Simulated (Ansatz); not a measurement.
The starting structures come from a database of crystals and need not be the phases stable at ambient conditions.

**Evanescent states of Zn(GaTe₂)₂ (I-4, not sure to be the ambient phase, 7 atoms a cell, 30.8 Å³ an atom) along the normal of (101)**

Calculation: r2SCAN (plane waves, PAW; Ansatz, a quantum-chemistry and plane-wave program).

The gap is the functional's own. No spin-orbit coupling. Mid-gap values are interpolated on the energy grid.

Energies count from the valence-band top; κ is the least over a 6×6 mesh across the current.

```
E (eV)     κ (1/Å)  where
------  ----------  -----
0.04         0.039      Γ
0.14         0.063      Γ
0.23         0.078      Γ
0.32         0.088      Γ
0.41         0.097      Γ
0.49    (withheld)      Γ
0.58    (withheld)      Γ
0.68    (withheld)      Γ
0.77    (withheld)      Γ
0.85    (withheld)      Γ
0.94    (withheld)      Γ
1.03    (withheld)      Γ
1.12    (withheld)      Γ
1.22         0.097      Γ
1.30         0.087      Γ
1.40         0.071  off Γ
1.49         0.013  off Γ
```

Question: Fill in the missing entries.

Answer: 
- 0.49, κ (1/Å): 0.103
- 0.58, κ (1/Å): 0.107
- 0.68, κ (1/Å): 0.110
- 0.77, κ (1/Å): 0.112
- 0.85, κ (1/Å): 0.112
- 0.94, κ (1/Å): 0.111
- 1.03, κ (1/Å): 0.108
- 1.12, κ (1/Å): 0.104
